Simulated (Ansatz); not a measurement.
The starting structures come from a database of crystals and need not be the phases stable at ambient conditions.

 Where the default PAW files enter, the runs use the earlier of Ansatz's two default sets.

Tunnelling through a barrier is set by its complex band structure: the current falls as exp(−2κd) with the smallest κ.

Consider the following.

```yaml
crystal:
  lattice:
    - [5.17021, 0.00000, 0.00000]
    - [-2.58511, 4.47753, 0.00000]
    - [0.00000, 0.00000, 9.87809]
  atoms:
    - { symbol: Li, position: [0.33333, 0.66667, 0.25000] }
    - { symbol: Li, position: [0.66667, 0.33333, 0.75000] }
    - { symbol: Ca, position: [0.00000, 0.00000, 0.00000] }
    - { symbol: Ca, position: [0.00000, 0.00000, 0.50000] }
    - { symbol: Ga, position: [0.66667, 0.33333, 0.25000] }
    - { symbol: Ga, position: [0.33333, 0.66667, 0.75000] }
    - { symbol: F, position: [0.65296, 0.63388, 0.14029] }
    - { symbol: F, position: [0.34704, 0.36612, 0.85971] }
    - { symbol: F, position: [0.36612, 0.01909, 0.14029] }
    - { symbol: F, position: [0.63388, 0.98091, 0.85971] }
    - { symbol: F, position: [0.98091, 0.34704, 0.14029] }
    - { symbol: F, position: [0.01909, 0.65296, 0.85971] }
    - { symbol: F, position: [0.98091, 0.63388, 0.35971] }
    - { symbol: F, position: [0.01909, 0.36612, 0.64029] }
    - { symbol: F, position: [0.65296, 0.01909, 0.35971] }
    - { symbol: F, position: [0.34704, 0.98091, 0.64029] }
    - { symbol: F, position: [0.36612, 0.34704, 0.35971] }
    - { symbol: F, position: [0.63388, 0.65296, 0.64029] }
```

Space group of this cell: P-31c. The cell is taken as given; by r2SCAN its mean pressure is -4.6 GPa.

Transport runs along the normal of the first two printed cell vectors, the (001) plane of the conventional cell.

The gap is the functional's own. No spin-orbit coupling. Mid-gap values are interpolated on the energy grid.

Task: Compute, with r2SCAN run with Ansatz (a program for electronic structure), the band gap and the smallest decay constant κ at mid-gap.

Result: Gap 7.26 eV on a 12×12×4 mesh; κ = 0.564 1/Å, at the zone centre.
